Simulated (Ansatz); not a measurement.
## La, response to strain

Consider La (space group P6_3/mmc, No. 194; a = 3.769 Å, c = 12.114 Å; relaxed with 0.1 eV smearing). Axes: x lies along a and z along c of the hexagonal cell.

Strains are applied to the cell and any free atomic positions relax; under biaxial strain the out-of-plane vector relaxes too.

Levels (all Ansatz, a first-principles code, PAW): PBE (420 eV, no spin-orbit coupling); r2SCAN (500 eV, no spin-orbit coupling).

The base cell above is that of PBE; each level relaxes its own structures.

Notes on the quantities. pressure: mean of the normal stresses, compression positive.

| case | pressure, PBE | pressure, r2SCAN |
|---|---|---|
| biaxial strain −0.78 %, plane normal [001], relaxed out of plane | 0.3 GPa | … |
| isotropic strain +0.81 % | -0.6 GPa | -0.5 GPa |
| isotropic strain +1.16 % | -0.8 GPa | … |

Q: Complete the table.

A: 
- biaxial strain −0.78 %, plane normal [001], relaxed out of plane, pressure, r2SCAN: 0.3 GPa
- isotropic strain +1.16 %, pressure, r2SCAN: -0.8 GPa

The two levels differ by at most about 0.1 GPa. They put the cases in the same order.

Stability against distortions was not tested.
